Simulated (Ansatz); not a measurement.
Ru: strain along the normal

Ru (hcp, P6_3/mmc, 13.776 Å³/atom at rest, c along z) under an equal strain ε in the (0001) plane with the normal axis free, as in a coherent film. PBE in Ansatz, a plane-wave DFT program (PAW, default set), 420 eV, 24×24×14 Γ-centred mesh, Fermi-Dirac smearing 0.10 eV; ions are relaxed within the symmetry of each cell.

Here s stands for strain and y for normal strain.

```
strain (%)  normal strain (%)
----------  -----------------
-3.00                       ?
-1.50                    0.81
-1.00                    0.54
-0.50                    0.27
0.00                     0.00
0.50                    -0.27
1.00                    -0.54
1.50                    -0.80
```

Q: Fit y against s with a straight line, and predict the withheld value at s = -3.00.

A: Means: s 0, y 0.001. About the means, the sum of products is -3.7650 and the sum of squares of s is 7.0000; the slope is their ratio. Least squares gives y = 0.001 - 0.5379·s. Residuals (row less fit): 0.002, 0.001, 0.000, -0.001, -0.002, -0.003, 0.006; standard error 0.003 (degrees of freedom: 5). The slope, -0.54 ± 0.00, is the elastic response of the normal axis, −2C13/C33. At the withheld row, y = 0.001 - 0.5379 × (-3.0) = 1.615%. The calculation gives 1.64%, 0.025% above the prediction (1.0 % of the range of y in the table). The row lies outside the fitted rows, so this is an extrapolation. The fitted rows scatter only by rounding.

In a metal these values are sensitive to mesh and smearing; energies are taken to zero smearing, stresses follow the free energy. Rows are the converged runs of the series near zero and its far end; series whose fitted rows scatter by over a few per cent of the range, as at a crossing or softening among them, aren't shown in this form. Most that stay on the fit to the last digits aren't either.
